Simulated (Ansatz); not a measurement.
Structure of amorphous Ge-Sb-Te (Ge12Sb12Te30) (periodic cell):

```
CELL_PARAMETERS angstrom
     12.41685     0.57888    -0.24193
      0.57888    11.87688    -0.66880
     -0.24193    -0.66880    11.05220
ATOMIC_POSITIONS crystal
  Ge 0.83854 0.78616 0.49657
  Ge 0.31135 0.46836 0.66875
  Ge 0.59431 0.56775 0.82661
  Ge 0.71430 0.54561 0.44929
  Ge 0.87178 0.96615 0.26963
  Ge 0.37694 0.08561 0.44319
  Ge 0.06263 0.95050 0.05607
  Ge 0.36200 0.70538 0.98850
  Ge 0.38573 0.97977 0.77295
  Ge 0.37365 0.06927 0.00184
  Ge 0.36130 0.40531 0.13813
  Ge 0.84800 0.05086 0.81812
  Sb 0.02928 0.76279 0.85647
  Sb 0.59666 0.24324 0.92319
  Sb 0.01976 0.30961 0.00189
  Sb 0.34551 0.72882 0.46572
  Sb 0.52193 0.86734 0.22350
  Sb 0.77756 0.21256 0.32519
  Sb 0.10269 0.22148 0.58741
  Sb 0.21335 0.55646 0.26672
  Sb 0.48567 0.33851 0.34953
  Sb 0.92196 0.64267 0.10222
  Sb 0.08833 0.88320 0.63425
  Sb 0.91836 0.57012 0.71822
  Te 0.73961 0.73627 0.28000
  Te 0.20025 0.94638 0.43084
  Te 0.04847 0.80354 0.24218
  Te 0.50648 0.89170 0.51111
  Te 0.54374 0.10942 0.15626
  Te 0.70760 0.30933 0.71375
  Te 0.14765 0.60115 0.00170
  Te 0.27679 0.71709 0.72581
  Te 0.84434 0.88581 0.98282
  Te 0.51209 0.52583 0.54580
  Te 0.66982 0.41301 0.22604
  Te 0.01990 0.12626 0.25378
  Te 0.72847 0.74132 0.67937
  Te 0.88103 0.00197 0.52465
  Te 0.81169 0.19131 0.03023
  Te 0.07340 0.09098 0.83042
  Te 0.56834 0.78170 0.95714
  Te 0.11752 0.41020 0.77555
  Te 0.33828 0.18519 0.67744
  Te 0.03059 0.66114 0.49904
  Te 0.23716 0.36385 0.43414
  Te 0.23354 0.23344 0.11205
  Te 0.59538 0.02987 0.77163
  Te 0.41890 0.45708 0.91070
  Te 0.44050 0.64059 0.21896
  Te 0.88845 0.36165 0.51884
  Te 0.29633 0.91892 0.13086
  Te 0.99317 0.46505 0.25214
  Te 0.80238 0.46950 0.90776
  Te 0.60924 0.16914 0.50336
```

Computed with PBE-D3(BJ), scalar-relativistic without spin-orbit coupling, PAW (Ansatz default set, large-core Te) (plane waves to 420 eV; Ansatz, a quantum-chemistry and plane-wave program). Neutral PBE cell, which sets geometry, pressure and energy: sampling: a 2×2×2 Γ-centred mesh; Fermi-Dirac width 0.05 eV; no spin polarisation.

Preparation: random packing, a CHGNet melt and quench, and a DFT relaxation. The hot cell started wider than the set density and was brought back towards it in steps. It is the lowest in DFT energy of 4 quenches. It is a model cell: composition and starting density were chosen by hand, and all elements were melted together. The geometry includes D3(BJ) dispersion. Its density started from a set value of 6.06 and ended at 6.31 g/cm³. Cooling (nominally 20 K/ps over its main leg) ran many orders faster than in experiment, which tends to leave more defects and strain. One small periodic cell is one sample of the glass; other quenches scatter about these values. Volume and shape were free in the relaxation.

Task: Give the pressure and the spacing of the highest filled and lowest empty levels.

Result: 
```json
{
 "Pressure on a 2×2×2 Γ-centred mesh": "0.41 GPa",
 "Largest force and stress component on that mesh (the relaxation ran on one k-point at (1/4, 1/4, 1/4))": "0.42 eV/Å and 0.7 GPa",
 "Gap on a 2×2×2 Γ-centred mesh (PBE)": "within the smearing (under twice its width)"
}
```

The levels at the Fermi energy are partly filled. A closed spacing in one fast-quenched cell at PBE doesn't show the material to be a metal.

Neighbours within Ge-Ge 2.85 Å, Ge-Sb 3.11 Å, Ge-Te 3.16 Å, Sb-Sb 3.38 Å, Sb-Te 3.42 Å, Te-Te 3.31 Å count as bonded.
